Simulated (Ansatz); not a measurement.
The parent structure is TeO2 in the fluorite structure (space group Fm-3m, No. 225; a = 5.3234 Å; a hypothetical phase, not in the database extracts checked).

Now apply this change: a negative pressure, −1 GPa.

Levels (all Ansatz, a first-principles code, PAW, earlier PAW set): PBEsol (420 eV, spin-orbit coupling left out); r2SCAN (500 eV, no spin-orbit coupling).

The geometry is relaxed with PBEsol.

| Quantity | Value |
|---|---|
| PBEsol lowest conduction level above the VBM at special points | X 1.16 eV; Γ 1.74 eV; K 3.02 eV; U 3.02 eV |
| PBEsol pressure | -1.00 GPa |
| PBEsol smallest direct gap | 2.55 eV |

With r2SCAN at the same geometry, the lowest conduction level above the VBM at special points changes from X 1.16 eV; Γ 1.74 eV; K 3.02 eV; U 3.02 eV to X 1.45 eV; Γ 2.01 eV; K 3.31 eV; U 3.31 eV; the pressure goes up by 1.03 GPa (-1.00 GPa → 0.03 GPa); the smallest direct gap increases by 0.37 eV, from 2.55 eV to 2.92 eV.

Single points use the geometry relaxed with PBEsol. Their cutoffs differ, which shifts pressures a little. Spin-orbit coupling, missing from the scalar runs, can matter with Te. Load acts through the strain it causes; cell and atoms are relaxed under it. No phonon test of stability was made.
